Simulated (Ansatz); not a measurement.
# Lu: pressure 0.3 GPa

Base system: Lu in the hcp (Mg type) structure (space group P6_3/mmc, No. 194; a = 3.5044 Å, c = 5.4515 Å).

Perturbation: a hydrostatic pressure of 0.3 GPa.

The values are results of r2SCAN/PAW in Ansatz (a quantum-chemistry and plane-wave program), without spin-orbit coupling, earlier PAW set, not measurements. k-mesh 15×15×9 (Γ-centred); smearing 0.05 eV (Fermi–Dirac).

- Volume per atom: 28.81 Å³ (base 28.99 Å³)
- Density: 10.09 g/cm³ (base 10.02 g/cm³)
- Lattice parameter a: 3.498 Å (base 3.504 Å)
- c/a ratio: 1.555 (base 1.556)
- Shortest interatomic distance: 3.387 Å (base 3.395 Å)
- Enthalpy H = E + PV relative to the base's energy: +0.05 eV/atom
- Band gap: zero (base zero)

Load acts through the strain it causes; cell and atoms are relaxed under it. Whether these cells are dynamically stable was not tested.
